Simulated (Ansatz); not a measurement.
BeCl2 (Ibam, No. 72), treated with PBE0 in Ansatz (plane waves, PAW).

Numerical settings: plane-wave cutoff 460 eV, 6×6×6 k mesh, Fermi–Dirac smearing 0.01 eV, scalar-relativistic PAW data made under PBE.

The cell is the one relaxed with PBEsol. Conventional cell: a = 5.6686 Å, b = 10.5376 Å, c = 5.1971 Å, α = 90.00°, β = 90.00°, γ = 90.00°.

```
CELL_PARAMETERS angstrom
     -2.83430     5.26880     2.59855
      2.83430    -5.26880     2.59855
      2.83430     5.26880    -2.59855
ATOMIC_POSITIONS crystal
  Be 0.25000 0.25000 0.00000
  Be 0.75000 0.75000 0.00000
  Cl 0.60407 0.30687 0.91094
  Cl 0.39593 0.69313 0.08906
  Cl 0.89593 0.80687 0.70280
  Cl 0.10407 0.19313 0.29720
```

Task: List the 20 lowest band energies at Γ above −25 eV (eV, relative to the valence band maximum), grouping those that round alike.

Result: At Γ: -15.46, -14.54, -14.30 (×2), -3.94, -3.80, -3.54, -2.36, -2.21, -1.82, -1.72, -1.51, -0.61, -0.41, -0.40, -0.18, 8.53, 9.04, 10.32, 10.96.

Note: the cell is over a tenth larger than the published one: the level's own overestimate first of all, though another phase or state, or a fault of the published cell, is possible; the run warned that its exchange threshold was loose for the stress; cell and atoms aren't relaxed at this level; the cell has widely spaced layers and the level no dispersion term, so their spacing and the moduli can rest on weak binding.

Ansatz is a program for electronic structure.
